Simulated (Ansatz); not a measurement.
Input:

```
Cu
1.0
    0.00000     1.78200     1.78200
    1.78200     0.00000     1.78200
    1.78200     1.78200     0.00000
Cu
1
Direct
  0.00000   0.00000   0.00000
```

The numbers are results of PBEsol, rigid bands (plane waves, PAW, scalar-relativistic; Ansatz, a program for electronic structure), not measurements. Geometry: cell and atoms relaxed with PBEsol.

**Question.** Predict the product ρ₀λ of resistivity and mean free path that follows from the Fermi surface's area.

**Answer.** 6.5 ×10⁻¹⁶ Ω·m².

**Question.** And the Drude plasma energy and the root-mean-square Fermi velocity at 300 K?

**Answer.** 9.1 eV; 1.1e6 m/s.

A metal at this level (no band gap); rigid bands, thermally averaged at 300 K, both spins. Spin-orbit coupling is left out. τ is one relaxation time for all states; the product of resistivity and mean free path takes one path for all states instead.
